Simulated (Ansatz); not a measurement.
CsCl-type SrO (model structure)

Level of theory: LDA (PAW; Ansatz, a program for electronic structure).

Run with plane-wave cutoff 500 eV, 14×14×14 k mesh, Fermi–Dirac smearing 0.05 eV, scalar-relativistic PAW data made under PBE.

Cell (relaxed at this level):

Space group Pm-3m (No. 221); a = 3.0396 Å, b = 3.0396 Å, c = 3.0396 Å, α = 90.00°, β = 90.00°, γ = 90.00°

```csv
atom,site,symmetry,x,y,z
Sr,1a,m-3m,0.0000,0.0000,0.0000
O,1b,m-3m,0.5000,0.5000,0.5000
```

For CsCl-type SrO (model structure), the band gap comes out as 2.65 eV (on the SCF k mesh).

Note: the relaxation could raise the start's symmetry but not lower it, so the cell can be a saddle point.

Spin–orbit coupling is not included.

Computed values are for the static lattice.

Cost on a shared machine: around 30 core-seconds (rough).

A model structure was made by putting elements into a prototype or built by hand; it is no filed structure, need not be a known phase, and can be a saddle point held by its symmetry.
